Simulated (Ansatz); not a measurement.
```
CELL_PARAMETERS angstrom
     26.00000     0.00000     0.00000
      0.00000    14.50000     0.00000
      0.00000     0.00000     5.71767
ATOMIC_POSITIONS crystal
  Se 0.20928 0.38571 0.66204
  Mo 0.22680 0.50000 0.35983
  Se 0.20928 0.61429 0.66204
  Se 0.27734 0.37657 0.15727
  Mo 0.27248 0.50000 0.85163
  Se 0.27734 0.62343 0.15727
  Se 0.33823 0.38918 0.66578
  Mo 0.33934 0.50000 0.32087
  Se 0.33823 0.61082 0.66578
  Se 0.40446 0.38441 0.16599
  Mo 0.40466 0.50000 0.83399
  Se 0.40446 0.61559 0.16599
  Se 0.46785 0.38449 0.66618
  Mo 0.46812 0.50000 0.33253
  Se 0.46785 0.61551 0.66618
  Se 0.53215 0.38449 0.16618
  Mo 0.53188 0.50000 0.83253
  Se 0.53215 0.61551 0.16618
  Se 0.59554 0.38441 0.66599
  Mo 0.59534 0.50000 0.33399
  Se 0.59554 0.61559 0.66599
  Se 0.66177 0.38918 0.16578
  Mo 0.66066 0.50000 0.82087
  Se 0.66177 0.61082 0.16578
  Se 0.72266 0.37657 0.65727
  Mo 0.72752 0.50000 0.35163
  Se 0.72266 0.62343 0.65727
  Se 0.79072 0.38571 0.16204
  Mo 0.77320 0.50000 0.85983
  Se 0.79072 0.61429 0.16204
```

Method: PBE (plane waves to 420 eV, PAW; Ansatz, a first-principles code). Mesh 1×1×6. No spin polarisation, so a magnetic state wasn't tested. Periodic along z alone, with about 11 Å of vacuum beside it. A hypothetical model, cut from the flat sheet. It keeps the symmetry and period of its start, so it need not be a minimum against all distortions. Values not marked SOC lack spin–orbit coupling.

Tabulate the two highest filled and two lowest empty levels along the axis, from the valence top.


```tsv
k (2π/c)	v2 (eV)	v1 (eV)	c1 (eV)	c2 (eV)
0.000	-0.17	0.00	0.39	0.42
0.042	-0.17	-0.01	0.40	0.43
0.083	-0.17	-0.02	0.42	0.45
0.125	-0.16	-0.05	0.47	0.49
0.167	-0.16	-0.08	0.47	0.48
0.208	-0.14	-0.12	0.45	0.47
0.250	-0.14	-0.12	0.44	0.45
0.292	-0.12	-0.10	0.43	0.44
0.333	-0.10	-0.09	0.43	0.44
0.375	-0.09	-0.08	0.43	0.43
0.417	-0.08	-0.08	0.42	0.43
0.458	-0.07	-0.07	0.42	0.42
0.500	-0.07	-0.07	0.42	0.42
```
